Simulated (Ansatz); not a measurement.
For corundum Ga2O3 (metastable phase), LDA (plane waves, PAW; Ansatz, an electronic-structure program) gives:

- lattice constant a: 4.950 Å
- lattice parameter c: 13.306 Å
- cohesive energy: 5.85 eV/atom
- band gap at the measured cell (atoms relaxed with PBEsol): 2.81 eV

**Question.** What does HSE06 (Ansatz, PAW) give for the same quantities?

**Answer.** 
- lattice constant a: 4.981 Å (increases by 0.6 %)
- lattice parameter c: 13.443 Å (rises by 1.0 %)
- cohesive energy: 4.62 eV/atom (falls by 1.23 eV/atom)
- band gap at the measured cell (atoms relaxed with PBEsol): 4.65 eV (increases by 1.84 eV)

For comparison: lattice constant a 4.982 Å (measured, temperature not stated, no zero-point or thermal correction; as tabulated in Marezio, Remeika, J. Chem. Phys. 46, 1862 (1967) (COD 1538347)); lattice parameter c 13.433 Å (measured, temperature not stated, no zero-point or thermal correction; as tabulated in Marezio, Remeika, J. Chem. Phys. 46, 1862 (1967) (COD 1538347)).

Changes are worked out from the printed values.

Unless a cell is named, each level is at its own relaxed cell (LDA 9.41, HSE06 9.63 Å³/atom).

Spin–orbit coupling is included only where a level's name says +SOC; with heavier elements it mostly lowers gaps and can invert bands. Density-functional gaps are differences of (generalised) Kohn–Sham levels.

Ansatz's density-functional and Hartree–Fock values are scalar-relativistic unless marked +SOC, with PAW data made under PBE.
